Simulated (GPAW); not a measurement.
A user runs GPAW on Mg₆SiSb (Amm2, 8 atoms in the cell) and asks whether the run is sound. The aim is a self-consistent single point with DFT PBEsol, plane waves, GPAW PAW datasets PBEsol (made by gpaw-setup).

Cell that was meant: a = 5.0769 Å, b = 6.1626 Å, c = 6.1626 Å, α = 60.60°, β = 90.00°, γ = 90.00°.

Part of the input:

```python
              cell=[[5.076883, 0.000000, 0.000000],
                    [0.000000, 3.109005, 5.320878],
                    [0.000000, -3.109005, 5.320878]],
              positions=[[0.000000, 0.833430, 0.333830],
                         [0.000000, 0.333830, 0.833430],
                         [0.500000, 0.670910, 0.160690],
                         [0.500000, 0.160690, 0.670910],
                         [0.500000, 0.669450, 0.669450],
                         [0.500000, 0.166320, 0.166320],
                         [0.000000, 0.832550, 0.832550],
                         [0.000000, 0.332810, 0.332810]],
              pbc=True)

calc = GPAW(mode=PW(800),
```

The program printed (abridged):

```
Input parameters:
  kpts: [3 3 3]
  maxiter: 120
  mode: {ecut: 800.0,
         name: pw}
  nbands: -14
  occupations: {fixmagmom: False,
   [... lines left out ...]
   7 Sb     0.000000    0.332810    0.332810    ( 0.0000,  0.0000,  0.0000)

Unit cell:
           periodic     x           y           z      points  spacing
  1. axis:    yes    5.076883    0.000000    0.000000    35     0.1451
  2. axis:    yes    0.000000    3.109005    5.320878    42     0.1278
  3. axis:    yes    0.000000   -3.109005    5.320878    42     0.1278

  Lengths:   5.076883   6.162601   6.162601
  Angles:   60.595745  90.000000  90.000000

Effective grid spacing dv^(1/3) = 0.1396
     iter     time        total  log10-change:
                         energy   eigst   dens
iter:   1 --:--:--  3001.984272
iter:   2 --:--:--  2981.556833   +2.03  -0.64
iter:   3 --:--:--  3054.850459   +1.55  -0.67
iter:   4 --:--:--  3115.768950   +1.13  -0.81
iter:   5 --:--:--  3117.053130   +0.77  -0.92
   [... 7 lines left out ...]
iter:  13 --:--:--  3136.187229   -1.12  -1.39
iter:  14 --:--:--  3136.672652   -1.40  -1.50
iter:  15 --:--:--  3136.755075   -1.60  -1.91
iter:  16 --:--:--  3136.787655   -1.82  -2.01
iter:  17 --:--:--  3136.793551c  -2.01  -2.13
   [... lines left out ...]
iter:  28 --:--:--  3136.814621c  -4.36  -3.68
iter:  29 --:--:--  3136.814627c  -4.55  -4.04c
iter:  30 --:--:--  3136.814627c  -4.73  -4.09c
iter:  31 --:--:--  3136.814612c  -4.91  -4.20c
iter:  32 --:--:--  3136.814609c  -5.10  -4.28c
iter:  33 --:--:--  3136.814610c  -5.28  -4.55c
   [... 7 lines left out ...]
iter:  41 --:--:--  3136.814606c  -6.76  -5.50c
iter:  42 --:--:--  3136.814607c  -6.94  -5.70c
iter:  43 --:--:--  3136.814607c  -7.13  -5.82c
iter:  44 --:--:--  3136.814606c  -7.30  -5.86c
iter:  45 --:--:--  3136.814606c  -7.48c -5.98c
Converged after 45 iterations.

Dipole moment: (-12.344403, -21.708651, -8.621102) |e|*Ang

Energy contributions relative to reference atoms: (reference = -216702.592161)

Kinetic:       +4647.956695
Potential:     -1256.633262
External:        +0.000000
XC:            -424.737204
Entropy (-ST):   -0.093416
Local:         +170.275085
SIC:             +0.000000
--------------------------
Free energy:   +3136.767898
Extrapolated:  +3136.814606

Showing only first 2 kpts
 Kpt  Band  Eigenvalues  Occupancy
  0    37     -0.47257    1.99745
  0    38     -0.29501    1.91476
  0    39     -0.14115    1.01732
  0    40      0.08782    0.02102

  1    37     -0.51592    1.99893
  1    38     -0.45276    1.99621
  1    39     -0.20790    1.59463
   [... lines left out ...]
Fermi level: -0.13942
No gap
   [... lines left out ...]
  4 Mg 1041.79420 1373.34027 1373.27344
  5 Mg  437.34585 -1086.83418 -1086.73800
  6 Si -370.72074  767.81393  767.63899
  7 Sb -2101.59829 -1137.99469 -1138.26298

Stress tensor:
   -12.262605     0.611238     0.610880
     0.611238   -13.272584    -0.178966
     0.610880    -0.178966   -13.272791
Stress (GPa, Voigt): [-1964.6858 -2126.5024 -2126.5355   -28.6736    97.8737    97.9311]
```

Is anything amiss in this input, and did it matter?

The run is not sound. The fault is this: fractional coordinates typed as Cartesian. Numbers meant as fractions of the cell vectors were read as lengths, or the reverse, so the atoms sit in the wrong places. To fix it, make label and numbers agree, by changing either. The run converged in 45 iterations without an error; against the sound input the free energy goes up by 395 eV/atom, the pressure goes from 0.22 to 2073 GPa and the largest force goes from 0.183 to 2647 eV/Å.

An input that runs soundly differs in these lines (not the only fix; some lines may just follow from the change or write a value another way):
```diff
-              positions=[[0.000000, 0.833430, 0.333830],
-                         [0.000000, 0.333830, 0.833430],
-                         [0.500000, 0.670910, 0.160690],
-                         [0.500000, 0.160690, 0.670910],
-                         [0.500000, 0.669450, 0.669450],
-                         [0.500000, 0.166320, 0.166320],
-                         [0.000000, 0.832550, 0.832550],
-                         [0.000000, 0.332810, 0.332810]],
+              scaled_positions=[[0.000000, 0.833430, 0.333830],
+                                [0.000000, 0.333830, 0.833430],
+                                [0.500000, 0.670910, 0.160690],
+                                [0.500000, 0.160690, 0.670910],
+                                [0.500000, 0.669450, 0.669450],
+                                [0.500000, 0.166320, 0.166320],
+                                [0.000000, 0.832550, 0.832550],
+                                [0.000000, 0.332810, 0.332810]],
```

With that input, the run converged in 17 iterations: free energy E − TS (from the program's reference atoms) -21.9249 eV; Fermi level (on the code's own zero) 5.39 eV; pressure 0.22 GPa; largest force (vector length) 0.183 eV/Å (DFT PBEsol, plane waves, GPAW PAW datasets PBEsol (made by gpaw-setup)).

On the sound input: the starting cell comes from a database of computed structures (which also holds hypothetical and non-ambient phases and stackings), without a prior relaxation at this level. Its lattice was rescaled by a random factor within 2.5 % of one. Spin-orbit coupling is off. Without a gap this mesh is coarse (it stands for a supercell whose shortest vector is 15 Å).
